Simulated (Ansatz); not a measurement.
We consider Os3Rh (model structure, started from the A15 type, Pm-3n, No. 223, 8 atoms in the cell), described by PBE (plane waves, PAW; Ansatz, an electronic-structure program).

The input as run:

Ansatz 0.2 input:
```yaml
crystal:
  lattice:
    - [4.8605525393, 0.0, 0.0]
    - [0.0, 4.8605525393, 0.0]
    - [0.0, 0.0, 4.8605525393]
  atoms:
    - { symbol: Os, position: [0.25, 0.0, 0.5] }
    - { symbol: Os, position: [0.75, 0.0, 0.5] }
    - { symbol: Os, position: [0.0, 0.5, 0.25] }
    - { symbol: Os, position: [0.0, 0.5, 0.75] }
    - { symbol: Os, position: [0.5, 0.25, 0.0] }
    - { symbol: Os, position: [0.5, 0.75, 0.0] }
    - { symbol: Rh, position: [0.0, 0.0, 0.0] }
    - { symbol: Rh, position: [0.5, 0.5, 0.5] }
basis:
  ecutwfc: 520
  ecutrho_ratio: 4
  xc_grid: 2
kpoints:
  mp_grid: { grid: [12, 12, 12] }
hamiltonian:
  xc: pbe
  dispersion: none
  pseudopotentials: { kind: paw }
scf:
  occupations: { method: fermi_dirac, width: 0.05 }
output:
  forces: true
  stress: true
  eigenvalues: true
relax:
  f_tol: 0.004
  escape_saddle: false
  max_steps: 80
```

Excerpt of the program's output:

```
WARN output.stress: scf.convergence.dr2_threshold = 1e-7 eV (the SCF's general default) is looser than the 8e-10 eV advised for a printed stress (1e-10 eV for …
Relaxation: its limit of steps is 80 (relax.max_steps)
Crystal: 8 atoms, lattice volume = 114.830 Å³
Basis set: ecut = 520 eV, 3071 PW (Γ), exchange–correlation on 80×80×80 points (8 copies of the dense FFT grid, shifted against one another)
Bands: 78, of which v1, the nominal top of the filled ones, is band 65 counted from 1 (64 counted from 0)
Symmetry: 48 space group operations
Space group: Pm-3n (ITA 223), of the structure as read, at distance tolerance 4.9e-5 Å
k-points: 84 of 1728
Functional: x = pbe(κ = 0.804, μ = 0.2195149727645171), c = pbe(β = 0.06672455060314922)
SCF iter   1: F=—  HF=-81108.530135 eV  |F-HF|=—  |Δ(HF+E_count)|=         —  Δρ=8.21e-3  dr2=5.14e-2
SCF iter   2: F=—  HF=-81108.530219 eV  |F-HF|=—  |Δ(HF+E_count)|=   8.37e-5  Δρ=3.98e-3  dr2=1.26e-2
  ...
SCF iter   5: F=—  HF=-81108.530212 eV  |F-HF|=—  |Δ(HF+E_count)|=   2.25e-5  Δρ=2.74e-5  dr2=7.73e-7
SCF iter   6: F=-81108.530211 eV  HF=-81108.530211 eV  |F-HF|=7.48e-9  |Δ(HF+E_count)|=   7.19e-8  Δρ=4.92e-6  dr2=1.66e-8
SCF 1 converged in 6 iterations: F = -81108.530211 eV  dr2 = 1.66e-8
relax step   1: F+E_penalty+E_count = -81108.53021147 eV  Δ(F+E_penalty+E_count) = +0.000e0 eV  max|allowed force component| = 4.033e-17 eV/Å  Δτ_max = 0.0000 Å  (6 SCF iters, accepted)
SCF converged after 6 iterations
Free energy (F): -81108.530211 eV
Internal energy: -81108.469224 eV  (E = F + TS)
E sigma→0 (E₀):  -81108.499717 eV
Fermi energy:    24.569525 eV
--- Forces (eV/Å), atoms counted from 1 ---
  atom   1  Os     0.00000000    -0.00000000     0.00000000
  atom   2  Os     0.00000000     0.00000000     0.00000000
  atom   3  Os    -0.00000000    -0.00000000     0.00000000
  atom   4  Os     0.00000000     0.00000000    -0.00000000
  atom   5  Os    -0.00000000    -0.00000000     0.00000000
  atom   6  Os     0.00000000     0.00000000    -0.00000000
  atom   7  Rh     0.00000000    -0.00000000     0.00000000
  atom   8  Rh     0.00000000    -0.00000000     0.00000000
--- Stress (GPa, compression-positive) ---
        6.972499      -0.000000       0.000000
        0.000000       6.972499       0.000000
        0.000000       0.000000       6.972499
  P = ⅓ Tr σ = 6.9725 GPa (69.725 kbar)
```

The cell is one volume of an energy–volume scan, off the minimum.

Note: the run has no spin polarisation, so it can have missed a magnetic state. Note: the relaxation could raise the start's symmetry but not lower it, so the cell can be a saddle point.

Cost on a shared machine: around 60 core-seconds (rough).

A model structure was made by putting elements into a prototype or built by hand; it is no filed structure, need not be a known phase, and can be a saddle point held by its symmetry.
